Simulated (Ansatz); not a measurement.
Take Zr in the hcp (Mg type) structure (space group P6_3/mmc, No. 194; a = 3.185 Å, c = 5.117 Å) as the base.

It is then changed as follows: Zn takes the place of Zr on all its sites, then cell and atoms are relaxed.

Levels (all Ansatz, an electronic-structure program, PAW, earlier PAW set): PBEsol (420 eV, scalar-relativistic without spin-orbit coupling); r2SCAN (500 eV, no spin-orbit coupling).

The geometry is relaxed with PBEsol.

- PBEsol pressure = 0.0 GPa

With r2SCAN at the same geometry, the pressure goes from zero to 1.2 GPa.

Single points use the geometry relaxed with PBEsol. Their cutoffs differ, which shifts pressures a little. Whether these cells are dynamically stable was not tested. All final runs are without spin polarisation.
